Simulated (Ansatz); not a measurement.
Start from BN in the zinc blende structure (space group F-43m, No. 216).

```
BN
1.0
    0.00000     1.79027     1.79027
    1.79027     0.00000     1.79027
    1.79027     1.79027     0.00000
B N
1 1
Cartesian
  0.00000   0.00000   0.00000
  0.89514   0.89514   0.89514
```

Cartesian axes are those of the cell as printed.

Method: LDA, PAW, 420 eV (Ansatz, a program for electronic structure; no spin-orbit coupling).

Strains are applied to the cell and any free atomic positions relax.

One change was made to it. Results:

```tsv
quantity	base	after
energy relative to the base (free energy F)	0 meV/atom	+6.0 meV/atom
valence-band top at Γ (three highest levels, from the VBM)	0.00, 0.00, 0.00 eV	0.00, -0.20, -0.20 eV
pressure (mean of the normal stresses, compression positive)	-0.01 GPa	8.41 GPa
```

Question: Which of these changes matches the shifts?
A. uniaxial strain ε_zz = +3.00 %
B. uniaxial strain ε_zz = −2.50 %
C. uniaxial strain ε_zz = +1.00 %
D. uniaxial strain ε_zz = −2.00 %

Answer: D, uniaxial strain ε_zz = −2.00 %. For comparison, the energy relative to the base in the other runs: uniaxial strain ε_zz = +3.00 % gives +13 meV/atom; uniaxial strain ε_zz = +1.00 % gives +1.5 meV/atom; uniaxial strain ε_zz = −2.50 % gives +9.4 meV/atom.

The levels and masses belong to the bands next to the band gap. No phonon test of stability was made.
